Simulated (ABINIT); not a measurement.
ABINIT is run on CaMg₂ (C2/m, 6 atoms in the cell), and the run fails. The aim is a self-consistent single point with DFT, LDA (PW92), plane waves, PAW (JTH v2.0 LDA PAW).

Cell that was meant: a = 6.6576 Å, b = 6.6576 Å, c = 7.8841 Å, α = 106.84°, β = 106.84°, γ = 30.92°.

Part of the input:

```
         0.4693600000    0.4693600000    0.7276100000
         0.5306400000    0.5306400000    0.2723900000
ecut 20
pawecutdg 16
pawxcdev 0
occopt 3
tsmear 0.1 eV
```

The program printed (abridged):

```
 Slater exchange
 P. A. M. Dirac, Math. Proc. Cambridge Philos. Soc. 26, 376 (1930)
 F. Bloch, Z. Phys. 57, 545 (1929)
 Perdew & Wang
 J. P. Perdew and Y. Wang, Phys. Rev. B 45, 13244 (1992)

--- !WARNING
src_file: m_parser.F90
src_line: 2527
message: |

     chkdpr: ERROR -
      Context : the value of the variable pawecutdg>=ecut is   0.
      The value of the input variable pawecutdg is  1.600000000000E+01,
      while it must be larger or equal to  2.000000000000E+01.
      Action: you should change the input variables pawecutdg or pawecutdg>=ecut.
...

--- !ERROR
src_file: m_chkinp.F90
src_line: 4218
mpi_rank: 0
message: |
    Checking consistency of input data against itself gave 1 inconsistency.
    The details of the problem can be found above (or in output or log file).
    In parallel, the details might not even be printed there. Then, try running in sequential to see the details.
...

 abinit_abort: decision taken to exit. Check above messages for more info
Abort(13) on node 0 (rank 0 in comm 0): application called MPI_Abort(MPI_COMM_WORLD, 13) - process 0

--- !WARNING
src_file: m_parser.F90
src_line: 2527
message: |

     chkdpr: ERROR -
      Context : the value of the variable pawecutdg>=ecut is   0.
      The value of the input variable pawecutdg is  1.600000000000E+01,
      while it must be larger or equal to  2.000000000000E+01.
      Action: you should change the input variables pawecutdg or pawecutdg>=ecut.
...

--- !ERROR
src_file: m_chkinp.F90
src_line: 4218
mpi_rank: 0
message: |
    Checking consistency of input data against itself gave 1 inconsistency.
    The details of the problem can be found above (or in output or log file).
    In parallel, the details might not even be printed there. Then, try running in sequential to see the details.
...
```

Problem. From the messages shown, name the fault and mend the input.

Solution. The fault is a density cutoff or grid that is too coarse; here the program stops on it instead of giving results. To fix it, restore the density cutoff. The program stopped before any SCF iteration.

The sound input it was made from differs as follows (other fixes are possible):
```diff
-pawecutdg 16
+pawecutdg 40
```

With that input, the run converged in 13 iterations: free energy E − TS -8929.04 eV; Fermi level (on the code's own zero) 3.82 eV; pressure -1.95 GPa; largest force (vector length) 0.147 eV/Å (DFT, LDA (PW92), plane waves, PAW (JTH v2.0 LDA PAW)).

On the sound input: the starting cell comes from a database of computed structures (which also holds hypothetical and non-ambient phases and stackings), without a prior relaxation at this level.
